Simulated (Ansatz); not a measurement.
Worked example: relaxation of cell and atoms of YbIn₂Rh (Cmcm, 8 atoms in the cell) in Ansatz (a program for electronic structure).

Computed with PBEsol, harder PAW files (source: ansatz) made with PBE (plane waves; Ansatz).

```
YbIn2Rh
1.0
    2.08432    -5.10458     0.00000
    2.08432     5.10458     0.00000
    0.00000     0.00000     8.35569
Yb In Rh
2 4 2
Direct
  0.06606   0.93394   0.75000
  0.93394   0.06606   0.25000
  0.64584   0.35416   0.04958
  0.35416   0.64584   0.95042
  0.35416   0.64584   0.54958
  0.64584   0.35416   0.45042
  0.21952   0.78048   0.25000
  0.78048   0.21952   0.75000
```

Reference input (self-consistent single point, DFT, PBEsol, plane waves, harder PAW files (source: ansatz) made with PBE): basis.ecutwfc = 60.3 Ry; kpoints.mp_grid.grid = 7 7 3; hamiltonian.xc = pbesol; hamiltonian.pseudopotentials = {kind: paw, source: ansatz}; scf.occupations.method = gaussian; scf.occupations.width = 0.0037 Ry. This run's input differs from it in these lines:

Ansatz 0.2 input:
```diff
@@ -15,3 +15,3 @@
 basis:
-  ecutwfc: 60.3 Ry
+  ecutwfc: 36.0 Ry
 kpoints:
@@ -28,2 +28,4 @@
     width: 0.0037 Ry
+relax:
+  cell: {}
 output:
```

Log, with long lists cut:

```
   [... SCF lines of the steps left out ...]
relax step   1: F+E_penalty+E_count = -75641.52207055 eV  Δ(F+E_penalty+E_count) = +0.000e0 eV  max|allowed force component| = 9.715e-2 eV/Å  Δτ_max = 0.0000 Å  P = -3.810 GPa  Ω = 177.802 Å³  (11 SCF iters, dr2 threshold 1.00e-7 eV, accepted)
relax step   2: F+E_penalty+E_count = -75642.19360991 eV  Δ(F+E_penalty+E_count) = -6.715e-1 eV  max|allowed force component| = 1.783e-1 eV/Å  Δτ_max = 0.0214 Å  P = +9.699 GPa  Ω = 162.486 Å³  energy of the carried Pulay correction = +9.345e-1 eV  [...]
   [... lines left out ...]
relax step  13: F+E_penalty+E_count = -75641.63646368 eV  Δ(F+E_penalty+E_count) = -1.093e-2 eV  max|allowed force component| = 1.127e-3 eV/Å  Δτ_max = 0.0004 Å  P = -0.020 GPa  Ω = 169.481 Å³  energy of the carried Pulay correction = +1.085e-2 eV  [...]
relax step  14: F+E_penalty+E_count = -75641.62456513 eV  Δ(F+E_penalty+E_count) = +1.190e-2 eV  max|allowed force component| = 1.166e-3 eV/Å  Δτ_max = 0.0000 Å  P = -0.032 GPa  Ω = 169.481 Å³  stress off target by 4.86e-2 GPa  SCF on the basis [...]
basis re-selected at this cell: Δ(F+E_penalty+E_count) = +1.190e-2 eV, ΔP = -0.012 GPa vs the last step
the relaxation is at rest under the 8 symmetry operations that the run kept from its start: a minimum is not shown …
Free energy (F): -75641.624565 eV
Internal energy: -75641.619108 eV  (E = F + TS)
E sigma→0 (E₀):  -75641.621836 eV
Entropy (-TS):   -0.005457 eV (-0.682 meV/atom)
Fermi energy:    15.546846 eV
--- Forces (eV/Å), atoms counted from 1 ---
  atom   1  Yb     0.00000000     0.00116565     0.00000000
   [... lines left out ...]
  cell:  # Å, volume = 169.4809 Å³
   [... lines left out ...]
    - { symbol: In, position: [0.354967238510735, 0.645032761489265, 0.9514771813717896] }
    - { symbol: In, position: [0.354967238510735, 0.645032761489265, 0.5485228186282105] }
    - { symbol: In, position: [0.645032761489265, 0.354967238510735, 0.4514771813717895] }
    - { symbol: Rh, position: [0.22059646469775912, 0.7794035353022406, 0.25] }
    - { symbol: Rh, position: [0.7794035353022406, 0.22059646469775912, 0.75] }
```

The run converged.  The full log also holds: “iter 5 did not close the SCF: its close was put off for the readings that it lacked (scf_convergence_deferred on its scf_iter line)”. The full log also holds: “iter 5 did not close the SCF: its close was put off for the readings that it lacked (scf_convergence_deferred on its scf_iter line)”.

Summary of the result:
| Property | Value |
|---|---|
| Free energy E − TS (on the zero of these files) | -75641.6246 eV |
| Fermi level (on the code's own zero) | 15.55 eV |
| Pressure | -0.03 GPa |
| Largest force (vector length) | 0.001 eV/Å |
| Final cell | a = 5.448 Å, b = 5.448 Å, c = 8.200 Å, α = 90.00°, β = 90.00°, γ = 135.85° |
| Final volume per atom | 21.19 Å³ |
| Relaxation steps | 14 |

The starting cell comes from a database of computed structures (which also holds hypothetical and non-ambient phases and stackings), without a prior relaxation at this level. Spin polarisation is off. The relaxation keeps the symmetry of its start, so its end need not be a minimum. Ansatz's pressure includes its estimate of the finite-basis (Pulay) stress. Without the estimate this run gives -9.87 GPa. The cutoff lies below the one recommended for these files.

Cost on one core of a shared machine: roughly 7 min.
